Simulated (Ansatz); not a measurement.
Abridged Ansatz (an electronic-structure program) output:

```
Relaxation: its limit of steps is 50 (relax.max_steps)
Pseudopotential: Sr, paw, valence charge 10
Pseudopotential: Cl, paw, valence charge 7
Crystal: 3 atoms, lattice volume = 79.318 Å³
Basis set: ecut = 420 eV, 1515 PW (Γ), exchange–correlation on 64×64×72 points (8 copies of the dense FFT grid, shifted against one another)
Bands: 16, of which v1, the nominal top of the filled ones, is band 12 counted from 1 (11 counted from 0)
Symmetry: 16 space group operations
k-points: 59 of 512
Functional: x = pbesol(κ = 0.804, μ = 0.12345679012345678), c = pbesol(β = 0.046)
SCF iter   1: F=—  HF=-5621.343131 eV  |F-HF|=—  |Δ(HF+E_count)|=         —  Δρ=4.01e-3  dr2=1.81e-2  ethr=1.77e-3  ⟨swp⟩=9.7  Hψ=6980  notcnv=0
SCF iter   2: F=—  HF=-5621.339495 eV  |F-HF|=—  |Δ(HF+E_count)|=   3.64e-3  Δρ=1.17e-3  dr2=5.60e-4  ethr=7.55e-5  ⟨swp⟩=2.7  Hψ=2163  notcnv=0
SCF 1 converged in 6 iterations: F = -5621.339725 eV  dr2 = 1.30e-8
relax step   1: F+E_penalty+E_count = -5621.33972470 eV  Δ(F+E_penalty+E_count) = +0.000e0 eV  max|allowed force component| = 4.626e-18 eV/Å  Δτ_max = 0.0000 Å  P = +1.605 GPa  Ω = 79.318 Å³  fix = [a, b, gamma]  reactions: a +2.298, b +2.298 GPa  (6 SCF iters, dr2 threshold 1.00e-7 eV, accepted)
Crystal: 3 atoms, lattice volume = 79.539 Å³
SCF iter   1: F=—  HF=-5621.339884 eV  |F-HF|=—  |Δ(HF+E_count)|=         —  Δρ=1.30e-4  dr2=2.77e-5  ethr=1.93e-7  ⟨swp⟩=3.0  Hψ=7009  notcnv=0
SCF iter   2: F=—  HF=-5621.339872 eV  |F-HF|=—  |Δ(HF+E_count)|=   1.16e-5  Δρ=6.36e-5  dr2=3.39e-6  ethr=1.15e-7  ⟨swp⟩=2.1  Hψ=1534  notcnv=0
SCF 2 converged in 4 iterations: F = -5621.339873 eV  dr2 = 1.48e-8
relax step   2: F+E_penalty+E_count = -5621.33987257 eV  Δ(F+E_penalty+E_count) = -1.479e-4 eV  max|allowed force component| = 6.679e-17 eV/Å  Δτ_max = 0.0000 Å  P = +1.481 GPa  Ω = 79.539 Å³  energy of the carried Pulay correction = -2.457e-6 eV  fix = [a, b, gamma]  reactions: a +2.222, b +2.222 GPa  (4 SCF iters, dr2 threshold 1.19e-7 eV, accepted)
Crystal: 3 atoms, lattice volume = 79.539 Å³
SCF iter   1: F=—  HF=-5621.339875 eV  |F-HF|=—  |Δ(HF+E_count)|=         —  Δρ=7.35e-6  dr2=1.71e-8  ethr=1.73e-7  ⟨swp⟩=4.0  Hψ=10020  notcnv=0
SCF iter   2: F=—  HF=-5621.339875 eV  |F-HF|=—  |Δ(HF+E_count)|=   4.03e-7  Δρ=3.49e-6  dr2=3.59e-9  ethr=7.11e-11  ⟨swp⟩=3.3  Hψ=2344  notcnv=0
SCF 3 converged in 6 iterations: F = -5621.339875 eV  dr2 = 1.16e-13
SCF converged after 6 iterations
Free energy (F): -5621.339875 eV
Internal energy: -5621.339875 eV  (E = F + TS)
E sigma→0 (E₀):  -5621.339875 eV
Fermi energy:    6.380990 eV
--- Forces (eV/Å), atoms counted from 1 ---
  atom   1  Sr     0.00000000     0.00000000     0.00000000
  atom   2  Cl    -0.00000000    -0.00000000    -0.00000000
  atom   3  Cl     0.00000000     0.00000000     0.00000000
--- Stress (GPa, compression-positive) ---
        2.222363       0.000000      -0.000000
        0.000000       2.222363       0.000000
       -0.000000       0.000000      -0.000095
  P = ⅓ Tr σ = 1.4815 GPa (14.815 kbar)
--- Relaxed structure (2 steps of the walk, 2 accepted, 1 SCFs on fresh bases) ---
  cell:  # Å, volume = 79.5393 Å³
    - [4.7624690548, -5.049795210027189e-113, 0.0]
    - [-5.049795210027189e-113, 4.7624690548, -1.0673790731641235e-34]
    - [2.3812345274, -2.3812345274, 3.5068520371667726]
  atoms:
    - { symbol: Sr, position: [1.101684851076147e-35, 8.038391318537433e-38, -5.7366937702225925e-36] }
    - { symbol: Cl, position: [0.75, 0.75, 0.49999999999999994] }
    - { symbol: Cl, position: [0.25, 0.24999999999999997, 0.49999999999999994] }
```

Q: What was computed, and what are the main results?

A: SrCl2, 3 atoms in the cell, with plane-wave PAW DFT at the PBEsol level (Ansatz, 420 eV), no spin-orbit coupling. The last SCF converged to F = -5621.339875 eV, or -1873.7800 eV per atom, at a pressure of 1.48 GPa. The total energy compares only with runs of the same code, potentials and settings.

The cells carry an imposed strain or load. Whether these cells are dynamically stable was not tested. The cell was made from SrCl2 in the fluorite structure (space group Fm-3m, No. 225) by this change: biaxial strain −2.50 %, plane normal [001], relaxed out of plane.

Keys are those of Ansatz 0.2.
